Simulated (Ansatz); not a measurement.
BeAl₃ (model structure, started from the Cu3Au type, Pm-3m, No. 221, 4 atoms in the cell) was calculated with LDA in Ansatz (plane waves, PAW).

From the output:

```
WARN output.stress: scf.convergence.dr2_threshold = 1e-7 eV (the SCF's general default) is looser than the 4e-10 eV advised for a printed stress (1e-10 eV for …
Relaxation: its limit of steps is 80 (relax.max_steps)
Crystal: 4 atoms, lattice volume = 54.956 Å³
Basis set: ecut = 520 eV, 1419 PW (Γ), exchange–correlation on 60×60×60 points (8 copies of the dense FFT grid, shifted against one another)
Bands: 10, of which v1, the nominal top of the filled ones, is band 6 counted from 1 (5 counted from 0)
Symmetry: 48 space group operations
Space group: Pm-3m (ITA 221), of the structure as read, at distance tolerance 3.8e-5 Å
k-points: 120 of 2744
Functional: x = slater, c = lda
SCF iter   1: F=—  HF=-1626.191590 eV  |F-HF|=—  |Δ(HF+E_count)|=         —  Δρ=3.63e-3  dr2=6.84e-3
SCF iter   2: F=—  HF=-1626.189614 eV  |F-HF|=—  |Δ(HF+E_count)|=   1.98e-3  Δρ=2.22e-3  dr2=2.52e-3
  ...
SCF iter   5: F=—  HF=-1626.188557 eV  |F-HF|=—  |Δ(HF+E_count)|=   4.04e-6  Δρ=2.69e-5  dr2=1.09e-6
SCF iter   6: F=-1626.188556 eV  HF=-1626.188556 eV  |F-HF|=1.44e-8  |Δ(HF+E_count)|=   3.65e-7  Δρ=3.63e-6  dr2=1.90e-8
SCF 1 converged in 6 iterations: F = -1626.188556 eV  dr2 = 1.90e-8
relax step   1: F+E_penalty+E_count = -1626.18855640 eV  Δ(F+E_penalty+E_count) = +0.000e0 eV  max|allowed force component| = 3.862e-30 eV/Å  Δτ_max = 0.0000 Å  (6 SCF iters, accepted)
SCF converged after 6 iterations
Free energy (F): -1626.188556 eV
Internal energy: -1626.177791 eV  (E = F + TS)
E sigma→0 (E₀):  -1626.183174 eV
Fermi energy:    8.201474 eV
--- Forces (eV/Å), atoms counted from 1 ---
  atom   1  Al     0.00000000     0.00000000     0.00000000
  atom   2  Al     0.00000000     0.00000000    -0.00000000
  atom   3  Al    -0.00000000    -0.00000000    -0.00000000
  atom   4  Be    -0.00000000     0.00000000     0.00000000
--- Stress (GPa, compression-positive) ---
        1.999994       0.000000       0.000000
        0.000000       1.999994       0.000000
        0.000000       0.000000       1.999994
  P = ⅓ Tr σ = 2.0000 GPa (20.000 kbar)
```

### Question
Write an input file that could have produced this run (the log leaves some choices open).

### Answer
One answer among several that fit: 
Ansatz 0.2 input:
```yaml
crystal:
  lattice:
    - [3.8019398738, 0.0, 0.0]
    - [0.0, 3.8019398738, 0.0]
    - [0.0, 0.0, 3.8019398738]
  atoms:
    - { symbol: Al, position: [0.0, 0.5, 0.5] }
    - { symbol: Al, position: [0.5, 0.5, 0.0] }
    - { symbol: Al, position: [0.5, 0.0, 0.5] }
    - { symbol: Be, position: [0.0, 0.0, 0.0] }
basis:
  ecutwfc: 520
  ecutrho_ratio: 4
  xc_grid: 2
kpoints:
  mp_grid: { grid: [14, 14, 14] }
hamiltonian:
  xc: lda
  dispersion: none
  pseudopotentials: { kind: paw }
scf:
  occupations: { method: fermi_dirac, width: 0.05 }
output:
  forces: true
  stress: true
  eigenvalues: true
relax:
  f_tol: 0.004
  escape_saddle: false
  max_steps: 80
```

The cell is one volume of an energy–volume scan, off the minimum.

The PAW data were made under PBE.

Note: the relaxation could raise the start's symmetry but not lower it, so the cell can be a saddle point.

A model structure was made by putting elements into a prototype or built by hand; it is no filed structure, need not be a known phase, and can be a saddle point held by its symmetry.

Ansatz is a quantum-chemistry and plane-wave program.
